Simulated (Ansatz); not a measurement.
MgCdS2 (model structure, started from the ScAlN2 type, P3m1, No. 156, 4 atoms in the cell)

Computed with r²SCAN in Ansatz (PAW).

Run with plane-wave cutoff 560 eV, 12×12×6 k mesh (along the axes of the cell as run), Fermi–Dirac smearing 0.01 eV, scalar-relativistic PAW data made under PBE.

Cell (relaxed at this level):

CdMgS₂ is taken in the trigonal space group P3m1 (No. 156), Pearson symbol hP4. Conventional cell: a = b = 4.0933 Å, c = 6.6261 Å, α = β = 90.00°, γ = 120.00°. Cd on 1b is coordinated by 4 S at 2.529–2.547 Å (tetrahedral). S1 on 1b is surrounded by 3 Mg at 2.472 Å and 1 Cd at 2.547 Å (tetrahedral). Mg on 1c sees 4 S at 2.454–2.472 Å (tetrahedral). S2 on 1c sees 1 Mg at 2.454 Å and 3 Cd at 2.529 Å (tetrahedral). (Neighbours: up to the widest gap in distance over summed covalent radii, below 1.35, at either atom; cation-cation and far metal-metal contacts left out.)

```
Property    Value
--------  -------
band gap  2.49 eV
```

Note: the relaxation could raise the start's symmetry but not lower it, so the cell can be a saddle point.

Spin–orbit coupling is not included.

It cost very roughly 110 core-seconds of CPU time.

A model structure was made by putting elements into a prototype or built by hand; it is no filed structure, need not be a known phase, and can be a saddle point held by its symmetry.

Ansatz is an electronic-structure program.
